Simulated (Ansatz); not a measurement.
Start from CuAu3 in the Cu3Au type structure (space group Pm-3m, No. 221; a = 3.974 Å; relaxed with 0.1 eV smearing). Axes: x, y, z lie along the cube axes.

Level of theory: Kohn–Sham DFT with the PBEsol functional, run in Ansatz (a program for electronic structure) with PAW and 420 eV plane waves, spin-orbit coupling left out.

One thing is altered: the cell is stretched by 2.34 % along y with no lateral relaxation; the atoms relax in the strained cell.

### Question
Predict the stress tensor and what it implies for the stiffness.

### Answer
Stress of the strained cell less that of the base (GPa, compression positive):
```
   -3.4     0.0     0.0
    0.0    -4.4     0.0
    0.0     0.0    -3.4
```

Then −Δσ_ii/ε with ε = 0.0234 gives secant stiffness values (nonlinear terms included at this strain): C22 ≈ 187 GPa, C12 ≈ 143 GPa and C23 ≈ 143 GPa.

As a check, the harmonic strain energy −½ V₀ Δσ:ε is 5.0 meV/atom; the computed energy rise is 5.2 meV/atom.

Stability against distortions was not tested. The final runs are not spin-polarised.
